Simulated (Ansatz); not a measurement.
Start from CdTe in the wurtzite structure (space group P6_3mc, No. 186; a = 4.5829 Å, c = 7.5160 Å; a cell from a computed database, its experimental status unchecked).

Modification: a hydrostatic pressure of 1.5 GPa.

Levels (all Ansatz, an electronic-structure program, PAW): PBEsol (420 eV, no SOC); PBEsol+SOC (420 eV, spin-orbit coupling included).

The geometry is relaxed with PBEsol.

| Quantity | Value |
|---|---|
| PBEsol lowest conduction level above the VBM at special points | Γ 0.79 eV; A 2.01 eV; L 2.18 eV; M 2.35 eV |
| PBEsol gap character | direct at Γ |
| PBEsol valence-band top at Γ | 0.00, 0.00, -0.09 eV |

Task: What does PBEsol+SOC give at this geometry for the lowest conduction level above the VBM at special points, gap character and valence-band top at Γ?

Result: The lowest conduction level above the VBM at special points becomes Γ 0.52 eV; A 1.73 eV; L 1.90 eV; M 2.05 eV (PBEsol: Γ 0.79 eV; A 2.01 eV; L 2.18 eV; M 2.35 eV); the gap character remains direct at Γ; the valence-band top at Γ (three highest Kramers pairs, from the VBM) becomes 0.00, -0.06, -0.88 eV (PBEsol: 0.00, 0.00, -0.09 eV).

Single points use the geometry relaxed with PBEsol. Differences between runs with and without spin-orbit coupling are approximate. Spin-orbit coupling, missing from the scalar runs, can matter with Te. Load acts through the strain it causes; cell and atoms are relaxed under it. Stability against distortions was not tested. The base started in Cmc2_1 and relaxed to P6_3mc at this level. This is not the structure that CdTe has at room temperature and ambient pressure.
